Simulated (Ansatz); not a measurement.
For TaO₂ (model structure, started from the CdCl2 type, R-3m, No. 166, 3 atoms in the cell), LDA in Ansatz (plane waves, PAW) gives:

```
Quantity                              Result
------------------------------  ------------
equilibrium lattice constant a       3.008 Å
c axis length                       13.561 Å
cohesive energy                 8.36 eV/atom
```

### Question
What does r²SCAN+rVV10 (Ansatz, a program for electronic structure, PAW) give for the same quantities?

### Answer

- lattice constant a: 3.044 Å (goes up by 1.2 %)
- lattice parameter c: 13.575 Å (increases by 0.1 %)
- cohesive energy: 7.19 eV/atom (shrinks by 1.17 eV/atom)

Changes are worked out from the printed values.

Unless a cell is named, each level is at its own relaxed cell (LDA 11.81, r²SCAN+rVV10 12.10 Å³/atom).

Levels without +SOC leave out spin–orbit coupling, which shifts energies and cells of such heavy elements.

Ansatz's density-functional and Hartree–Fock values are scalar-relativistic unless marked +SOC, with PAW data made under PBE.

A model structure was made by putting elements into a prototype or built by hand; it is no filed structure, need not be a known phase, and can be a saddle point held by its symmetry.
